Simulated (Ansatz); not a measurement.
Data:

```
CELL_PARAMETERS angstrom
      3.05121     0.00000     0.00000
     -1.52561     2.64243     0.00000
      0.00000     0.00000     5.05647
ATOMIC_POSITIONS crystal
  Si 0.33333 0.66667 0.00017
  Si 0.66667 0.33333 0.50017
  C  0.33333 0.66667 0.37483
  C  0.66667 0.33333 0.87483
```

Calculation: r2SCAN with spin-orbit coupling, rigid bands (plane waves, PAW; Ansatz, a program for electronic structure). Condition of this run: biaxial stress in the c plane of 5 GPa (compression positive) (the target of the relaxation). Geometry: cell and atoms relaxed with PBEsol, then loaded as said.

Problem. Predict the hole conductivity mass (n e² τ/σ) at 300 K, by direction if it differs.

Solution. 1.09 (x), 1.09 (y), 1.49 (z) mₑ.

Problem. Predict the electron conductivity mass (n e² τ/σ) at 300 K, by direction if it differs.

Solution. 0.43 (x), 0.43 (y), 0.26 (z) mₑ.

Problem. And the band gap?

Solution. 2.55 eV at this level; semilocal functionals usually fall short of the measured gap.

Rigid bands, one relaxation time for all states, no polarons. Geometry: cell and atoms relaxed with PBEsol.
